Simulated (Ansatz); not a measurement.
The parent structure is a 10-atom supercell of SrTiO3 in the cubic perovskite structure (space group Pm-3m, No. 221; a = 3.8914 Å) at its relaxed geometry.

Level of theory: PBEsol (Ansatz, an electronic-structure program), spin-orbit coupling left out, earlier PAW set.

For the base:

```
Quantity    Value
--------  -------
Pressure  0.0 GPa
```

It is then changed as follows: one O atom is replaced by Ti, atoms relaxed at fixed cell, starting from a slightly rattled geometry.

Tabulated Pauling electronegativity and covalent radius: O 3.44, 0.66 Å; Ti 1.54, 1.60 Å.

### Question
Estimate the effect on the shift of the substituted atom off its lattice site, largest displacement of a host atom from its site in the perfect cell and pressure.

### Answer
The shift of the substituted atom off its lattice site comes out as 1.11 Å; the largest displacement of a host atom from its site in the perfect cell is 0.76 Å; the pressure goes from zero to 17.2 GPa.

Other magnetic orders, which the real material may have, were not ruled out. In so small a cell the defect repeats every few ångströms: this is an ordered compound, not a dilute defect. The mesh was chosen for an insulator and is coarse for the gapless case. Starting moments died away, wholly or in part, for Ti on a O site (antisite); another magnetic solution may exist. No Hubbard U is applied, and correlation can decide whether such a compound is a metal. Spin-polarised in the final run: Ti on a O site (antisite); the other runs are not. Many cubic perovskites are stable only at high temperature; tilts and polar distortions were not tested. The defect cell is spin-polarised and ends with 0.0 μB.
